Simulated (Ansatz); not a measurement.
A periodic model of amorphous Hf$_{20}$Al$_{20}$O$_{70}$:

```
Al2Hf2O7
1.0
   10.92210     0.12007    -0.11743
    0.12007    10.87558    -0.00649
   -0.11743    -0.00649    11.07438
Hf Al O
20 20 70
Cartesian
  7.71604   9.98495   1.30501
  1.62584   7.00634  10.05140
  1.60482   3.23119  10.19695
  9.39706  10.40896   6.66192
  4.15454  10.16638   6.63574
  4.24275   1.04086   0.67279
  3.50044   4.99279   3.89118
  0.93845  10.09962   4.17916
  8.80853   1.72865   4.12911
  4.65195   4.63337   0.23426
  9.54779   4.74938   9.89566
  1.80563   2.02057   2.72488
  7.03263   4.80741   7.97343
  4.95101   7.24865   8.64368
  8.11878   1.50291   9.69864
  5.82400   7.54865   2.32857
 10.69938   4.07544   6.68544
 10.52906   4.50520   3.32174
  9.90562   7.39331   4.64103
  6.24479   2.01414   6.28208
  4.55864   2.01290   8.76746
  1.35030   9.13719   7.18176
  7.09856   6.73635  10.86353
  9.35823   7.33558   8.38403
  9.99771   1.26027   1.31849
  7.40635   7.45018   6.04540
  6.33691   9.77728   4.70035
 10.22321   9.68246  10.14425
  2.36972  10.37716   9.77189
 10.74574   7.88533   1.66635
  3.55122   4.22858   7.36720
  5.55058   2.78107   2.95973
  5.90295   9.93695   9.50184
  0.25602   1.33264   8.25295
  7.19539   4.73541   4.40761
  2.48519   2.04956   5.99562
  3.37320   8.06093   4.46185
  2.79027   8.87136   1.44305
  7.86610   3.83897   1.29370
  2.10640   6.34940   6.72016
  1.44557   1.10357   9.55306
  0.39458  10.59682   7.40008
 10.81185   3.23815   8.78430
  5.30066   3.52157   7.63674
  9.91017   3.26002   4.93789
 10.04629   0.28747   4.82520
  3.00812   3.09449   8.60658
  9.07321   7.27496   6.62457
  4.43992   6.79573   3.64029
  6.35403   1.30985   8.28643
  5.48149   4.32194   3.96178
  8.04466   1.10457   5.98368
  8.36002   5.25886   0.37486
  8.72614   2.46729   0.50429
  6.16003   3.40928   1.42340
  6.77096   2.06526   4.02724
  5.89815   0.22018   1.25374
  0.90348   2.18843   6.77619
  9.17196   4.88673   7.69696
  4.90072   8.78728   5.16781
 10.61036   6.53469   9.41953
  4.35173   0.24873   9.71555
  9.80359   0.48255  10.74793
  3.39242   7.77683   9.75037
 10.61979   8.78022   3.20951
  0.99780   9.15617   9.93649
  2.50414   9.01515   3.18987
  1.49174   7.62695   1.00760
  3.33396   3.60989   5.63028
  1.52340   4.79449   7.20683
  7.71602   9.19192   5.68924
 10.68412   5.63750   5.11395
  0.27305   4.22971   0.14172
  2.40668   6.59193   4.99546
  5.43572   9.25623   7.87691
 10.87882   8.87341   5.70615
  6.13317   8.19169  10.01694
  6.35372   6.60507   7.11215
  7.66461   6.52746   4.49356
  2.94399  10.38098   0.48991
  8.06335   6.45249   9.28758
  5.91050   6.06407   0.95537
  7.52760   7.95399   1.15301
  2.65333   5.13619  10.39717
  3.86014   1.32176   6.98500
  7.80533   3.48631   9.32670
 10.55678   2.62536   2.43166
  4.45899   8.42035   1.40168
  8.71701   0.50080   2.37588
  5.49438   0.30346   5.44598
  2.29893   2.24239   0.78399
  3.67234   4.69550   1.95502
  1.37410   7.48631   7.80721
  2.76588   9.86888   8.08797
  5.61868   5.51920   9.53998
  1.60342   3.94162   3.50727
  3.74523   6.01171   7.37541
  7.22803   3.94143   6.01640
  2.45551   9.29174   5.67687
  4.02504   1.90072   2.65864
  8.32087   4.13390   3.05925
  6.77337   9.31843   3.08848
 10.27491   6.40444   2.62984
  7.37747  10.58447  10.30173
  0.65246   0.30061   2.38777
  9.80127   8.86381   0.54034
  2.07163   1.04461   4.56436
  9.34077   1.08582   8.17035
  4.61357   2.66032  10.52588
  9.39823   9.12930   8.58425
```

Methods: PBE, scalar-relativistic without spin-orbit coupling (Ansatz, a quantum-chemistry and plane-wave program); r2SCAN, scalar-relativistic without spin-orbit coupling (Ansatz); HSE06, scalar-relativistic without spin-orbit coupling (Ansatz). Neutral PBE cell, which sets geometry, pressure and energy: sampling: a 2×2×2 Γ-centred mesh; Fermi-Dirac width 0.02 eV; no spin polarisation. Exact exchange is cut at the faces of this 11 Å cell, which leaves hybrid gaps a finite-size error.

The cell was made by melting and quenching with the CHGNet potential and then relaxed with DFT. O atoms were pushed apart under 1.9 Å during the dynamics, to hinder bonds among them. The hot cell started wider than the set density and was brought back towards it in steps. It is the lowest in DFT energy of 4 quenches. It is a model cell: composition and starting density were chosen by hand, and all elements were melted together. No dispersion term was used. Its density started from a set value of 6.72 and ended at 6.60 g/cm³. Cooling (nominally 600 K/ps over its main leg) ran many orders faster than in experiment, which tends to leave more defects and strain. A cell of this size samples the disorder only roughly. Volume and shape were free in the relaxation.

Q: Give the pressure, the energy against reference phases and the spacing of the highest filled and lowest empty levels.

A: 
```yaml
Pressure on a 2×2×2 Γ-centred mesh: 0.03 GPa
Largest force and stress component on that mesh (the relaxation ran on the zone centre alone): 0.04 eV/Å and 0.0 GPa
Energy relative to HfO2 (P2_1/c) + corundum (lowest mix at this level among the phases computed, not always the ambient ones): 0.185 eV/atom
Level gap on a 2×2×2 Γ-centred mesh (PBE): 3.74 eV
Level gap at the zone centre (PBE): 3.73 eV
Level gap at the zone centre (r2SCAN): 4.27 eV
Level gap at the zone centre (HSE06): 5.33 eV
Distance between the nearest levels spread over more than a fifth of the atoms or a third of the atoms of their main element (six at least) (PBE, zone centre): 4.01 eV
```

Q: At PBE and the zone centre, how localised are the states just below and above the Fermi level (participation number: the atoms over which a state spreads)?

A: The highest filled state is spread over 8.3 atoms' worth, largest on O47, with weights by element (charge in smoothed Voronoi cells) O 0.95, Hf 0.03, Al 0.02. The lowest empty state is spread over 25.3 atoms' worth, largest on Hf19, with weights by element (charge in smoothed Voronoi cells) O 0.53, Hf 0.34, Al 0.13.

At PBE the levels at the filled edge of the gap are localised (band-tail or defect states), and the nearest spread-out levels lie 4.0 eV apart at the zone centre.

Bonds are counted up to Hf-Hf 3.34 Å, Hf-Al 3.00 Å, Hf-O 2.76 Å, Al-Al 2.66 Å, Al-O 2.38 Å, O-O 1.58 Å. Two cations that share two anions don't count as bonded, nor two that share one unless they lie closer than Hf-Hf 3.25 Å, Hf-Al 2.92 Å, Al-Al 2.59 Å.
